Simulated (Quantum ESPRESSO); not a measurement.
**How a calculation on CdPd3 (P1, 4 atoms in the cell) responds to its settings**

```yaml
crystal:
  lattice:
    - [3.99697, 0.00000, 0.00000]
    - [0.00000, 3.99697, 0.00000]
    - [0.00000, 0.00000, 3.99697]
  atoms:
    - { symbol: Cd, position: [0.98449, 0.97700, 0.97890] }
    - { symbol: Pd, position: [0.00902, 0.50080, 0.48946] }
    - { symbol: Pd, position: [0.49238, 0.01108, 0.51050] }
    - { symbol: Pd, position: [0.51411, 0.51112, 0.02115] }
```

Base run A: PBEsol, GBRV 1.5 ultrasoft (PBESOL) pseudopotentials (Quantum ESPRESSO), self-consistent single point.

Its settings: ecutwfc = 40 Ry; ecutrho = 320 Ry; occupations = smearing; smearing = methfessel-paxton; degauss = 0.0073499 Ry; potentials = {Cd: cd_pbesol_v1.uspp.F.UPF, Pd: pd_pbesol_v1.4.uspp.F.UPF}; K_POINTS = automatic 5 5 5 0 0 0; conv_thr = 1e-11 Ry.

The starting cell comes from a database of computed structures (which also holds hypothetical and non-ambient phases and stackings), without a prior relaxation at this level. Its atoms were displaced at random from the sites of space group no. 221. Spin polarisation is off. In the base run, with a pressure of about -3 GPa the cell is away from its equilibrium volume at this level. In the base run, forces exceed 1 eV/Å.

ΔF is the free energy per atom less that of run A. 

```
run                                   change  ΔF (meV/atom)  pressure (GPa)  largest force (eV/Å)  iterations
---  ---------------------------------------  -------------  --------------  --------------------  ----------
A                                       base           0.00           -3.04                 1.168          14
B              diagonalization: default → cg           0.00           -3.05                 1.168          15
C            diagonalization: default → paro           0.00           -3.05                 1.168          13
D    diagonalization: default → rmm-davidson           0.00           -3.05                 1.168          17
E        diagonalization: default → rmm-paro           0.00           -3.05                 1.168          15
F              diago_david_ndim: default → 3           0.00           -3.05                 1.168          14
G              diago_david_ndim: default → 4           0.00           -3.05                 1.168          14
H             diago_full_acc: default → true           0.00           -3.04                 1.168          14
```

Runs B, C, D, E, F, G, H gave the same state as A (within 1 meV/atom). The fewest iterations to that state were 13 (C); the most were 17.
